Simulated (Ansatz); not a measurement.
NaSrH3 (model structure, started from the KMgH3 type, Pm-3m, No. 221, 5 atoms in the cell), treated with PBEsol+SOC in Ansatz (plane waves, PAW).

Numerical settings: plane-wave cutoff 520 eV, 8×8×8 k mesh, Fermi–Dirac smearing 0.01 eV, PAW data made under PBE.

Cell (relaxed with PBEsol):

```cif
data_H3NaSr
_chemical_formula_sum 'Na1 Sr1 H3'
_space_group_name_H-M_alt 'Pm-3m'
_space_group_IT_number 221
_space_group_name_Hall '-P 4 2 3'
_cell_length_a 4.64082
_cell_length_b 4.64082
_cell_length_c 4.64082
_cell_angle_alpha 90.000
_cell_angle_beta 90.000
_cell_angle_gamma 90.000
loop_
_atom_site_label
_atom_site_type_symbol
_atom_site_symmetry_multiplicity
_atom_site_Wyckoff_symbol
_atom_site_fract_x
_atom_site_fract_y
_atom_site_fract_z
_atom_site_occupancy
Na1 Na 1 a 0.00000 0.00000 0.00000 1
Sr1 Sr 1 b 0.50000 0.50000 0.50000 1
H1 H 3 c 0.00000 0.50000 0.50000 1
```

**Question.** What does this level give for the band gap, smallest direct gap on the k points sampled and Γ–Γ gap?

**Answer.** 
- band gap = 1.77 eV (indirect)
- smallest direct gap on the k points sampled = 2.11 eV
- Γ–Γ gap = 6.45 eV

Note: the relaxation could raise the start's symmetry but not lower it, so the cell can be a saddle point.

Computed values are for the static lattice.

A model structure was made by putting elements into a prototype or built by hand; it is no filed structure, need not be a known phase, and can be a saddle point held by its symmetry.

Ansatz is a first-principles code.
